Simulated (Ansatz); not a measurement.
System: LaTiO2N (Pmma, No. 51, 10 atoms in the cell; start mp-1178120). Method: r²SCAN+SOC (plane waves, PAW; Ansatz, a quantum-chemistry and plane-wave program).

Numerical settings: plane-wave cutoff 560 eV, 6×8×6 k mesh (along the axes of the cell as run), Fermi–Dirac smearing 0.01 eV, PAW data made under PBE.

Cell (relaxed with PBEsol):

```
LaTiNO2
1.0
    5.58208     0.00000     0.00000
    0.00000     3.82657     0.00000
    0.00000     0.00000     5.64455
La Ti N O
2 2 2 4
Direct
  0.25000   0.00000   0.76883
  0.75000   0.00000   0.23117
  0.25000   0.50000   0.26930
  0.75000   0.50000   0.73070
  0.00000   0.50000   0.50000
  0.50000   0.50000   0.50000
  0.00000   0.50000   0.00000
  0.50000   0.50000   0.00000
  0.75000   0.00000   0.78257
  0.25000   0.00000   0.21743
```

### Question
Estimate the band gap that the calculation returns.

### Answer

- band gap = 1.09 eV (on the SCF k mesh)

Note: cell and atoms aren't relaxed at this level (largest force component 0.10 eV/Å, pressure 4.0 GPa).

Computed values are for the static lattice.

Cost on a shared machine: very roughly 13 core-minutes.

A start named mp-… is a Materials Project structure, which need not be a measured phase.
